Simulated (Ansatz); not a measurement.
## SiC: response to strain

The reference is SiC (space group P6_3mc, No. 186).

```
CELL_PARAMETERS angstrom
      3.05845     0.00000     0.00000
     -1.52923     2.64870     0.00000
      0.00000     0.00000    10.01200
ATOMIC_POSITIONS crystal
  Si 0.00000 0.00000 0.50031
  Si 0.00000 0.00000 0.00031
  Si 0.33333 0.66667 0.25025
  Si 0.66667 0.33333 0.75025
  C  0.00000 0.00000 0.31286
  C  0.00000 0.00000 0.81286
  C  0.33333 0.66667 0.06221
  C  0.66667 0.33333 0.56221
```

Strains are applied to the cell and any free atomic positions relax.

Calculations: DFT with LDA, PAW potentials and a 420 eV plane-wave cutoff in Ansatz (a quantum-chemistry and plane-wave program), no SOC.

Notes on the quantities. energy relative to the base: free energy F.

```csv
change,energy relative to the base,shortest interatomic distance,width of the top valence band
base,0 meV/atom,1.871 Å,2.48 eV
isotropic strain +0.75 %,+3.6 meV/atom,1.885 Å,2.45 eV
isotropic strain +1.50 %,___,1.899 Å,___
isotropic strain +2.25 %,+31 meV/atom,1.914 Å,2.38 eV
isotropic strain +3.00 %,+54 meV/atom,1.928 Å,2.35 eV
```

Question: What belongs in the blanks?

Answer: 
- isotropic strain +1.50 %, energy relative to the base: +14 meV/atom
- isotropic strain +1.50 %, width of the top valence band: 2.42 eV

The levels and masses belong to the bands next to the band gap. Stability against distortions was not tested.
